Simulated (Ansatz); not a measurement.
WSe2: pressure series

The reference is WSe2 (space group P6_3/mmc, No. 194; a = 3.279 Å, c = 12.786 Å; layered, stacked along the Cartesian z axis).

Cell and atoms are relaxed at each pressure.

Calculations: DFT with PBE-D3(BJ), PAW potentials and a 420 eV plane-wave cutoff in Ansatz (an electronic-structure program), no SOC.

Candidates:
(a) pressure 1.5 GPa
(b) pressure 7.5 GPa
(c) pressure 0.3 GPa

For the base:

* **Band gap**: 0.87 eV

Question: Order them by band gap, lowest first.

Answer: (b) pressure 7.5 GPa (0.54 eV), (a) pressure 1.5 GPa (0.78 eV), (c) pressure 0.3 GPa (0.85 eV)

With W present, leaving out spin-orbit coupling can change the band edges. Load acts through the strain it causes; cell and atoms are relaxed under it. No phonon test of stability was made. No other phases were tried under pressure.
